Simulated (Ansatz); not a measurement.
**CdS under a change: pressure 3 GPa**

The parent structure is CdS in the zinc blende structure (space group F-43m, No. 216; a = 5.9271 Å).

Now apply this change: a hydrostatic pressure of 3 GPa.

Level of theory: Kohn–Sham DFT with the PBE functional, run in Ansatz (a quantum-chemistry and plane-wave program) with PAW and 420 eV plane waves, no SOC, earlier PAW set. Settings: 10×10×10 k-points, 0.05 eV Fermi–Dirac smearing.

| quantity | base | changed | shift |
|---|---|---|---|
| volume per atom | 26.03 Å³ | 24.76 Å³ | -1.27 Å³ |
| density | 4.61 g/cm³ | 4.85 g/cm³ | +0.24 g/cm³ |
| lattice parameter a | 5.927 Å | 5.829 Å | -0.098 Å |
| shortest interatomic distance | 2.567 Å | 2.524 Å | -0.0424 Å |
| enthalpy H = E + PV relative to the base's energy | – | +0.47 eV/atom | – |
| band gap | 1.04 eV | 1.15 eV | +0.11 eV |
| gap character | direct at Γ | direct at Γ | – |
| mean gap deformation potential ΔEg/Δln V | – | -2.2 eV | – |
| width of the top valence band | 2.02 eV | 2.19 eV | +0.17 eV |
| electron mass | 0.12 mₑ (at Γ) | 0.13 mₑ (at Γ) | – |
| hole mass (degenerate bands, along [100]) | 0.13, 0.82, 0.82 mₑ (at Γ) | 0.13, 0.77, 0.77 mₑ (at Γ) | – |

Load acts through the strain it causes; cell and atoms are relaxed under it. Masses are band curvatures over ±0.01 Å⁻¹ around the edge. No phonon test of stability was made. Tetrahedral semiconductors of this kind turn to denser phases somewhere between about 1 and 50 GPa; those were not computed, so compressed cells here can lie past the real transition.
